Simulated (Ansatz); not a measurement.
# WGe (model structure, started from the CoSn type, P6/mmm, No. 191, 6 atoms in the cell): equilibrium volume per atom by level of theory

No measured value is used here.

```json
[
 {"level (code)": "PBE (Ansatz)", "value (Å³/atom)": "18.50"},
 {"level (code)": "PBEsol (Ansatz)", "value (Å³/atom)": "17.93"},
 {"level (code)": "PBE-D3(BJ) (Ansatz)", "value (Å³/atom)": "[?]"}
]
```

Question: Some entries are withheld; supply them.

Answer: 
- PBE-D3(BJ) (Ansatz, an electronic-structure program), value (Å³/atom): 18.04

Density-functional levels without +SOC have no spin–orbit coupling. Ansatz's density-functional and Hartree–Fock values are scalar-relativistic unless marked +SOC, with PAW data made under PBE.

A model structure was made by putting elements into a prototype or built by hand; it is no filed structure, need not be a known phase, and can be a saddle point held by its symmetry.
